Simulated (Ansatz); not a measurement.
# GeSb2Te4 (R3m, No. 160, 7 atoms in the cell; start mp-1224350)

The numbers are results of r²SCAN (plane waves, PAW; Ansatz, an electronic-structure program), not measurements.

Run with plane-wave cutoff 560 eV, 10×10×10 k mesh, Fermi–Dirac smearing 0.01 eV, scalar-relativistic PAW data made under PBE.

Cell (relaxed at this level):

```yaml
crystal:
  lattice:
    - [2.13104, 1.23036, 14.36106]
    - [-2.13104, 1.23036, 14.36106]
    - [0.00000, -2.46072, 14.36106]
  atoms:
    - { symbol: Ge, position: [0.42783, 0.42783, 0.42783] }
    - { symbol: Sb, position: [0.57551, 0.57551, 0.57551] }
    - { symbol: Sb, position: [0.00221, 0.00221, 0.00221] }
    - { symbol: Te, position: [0.12675, 0.12675, 0.12675] }
    - { symbol: Te, position: [0.86929, 0.86929, 0.86929] }
    - { symbol: Te, position: [0.28938, 0.28938, 0.28938] }
    - { symbol: Te, position: [0.70909, 0.70909, 0.70909] }
```

```
Item                                   Value
---------------  ---------------------------
band gap         0.42 eV (on the SCF k mesh)
direct gap at Γ                      0.57 eV
```

Note: the relaxation could not lower the start's symmetry, so the cell can be a saddle point above a distorted one; the cell has widely spaced layers and the level no dispersion term, so their spacing and the moduli can rest on weak binding.

Spin–orbit coupling is not included; with these elements it can move the gap by several tenths of an eV or more.

Computed values are for the static lattice.

The result took about 50 core-minutes (a rough figure).

A start named mp-… is a Materials Project structure, which need not be a measured phase.
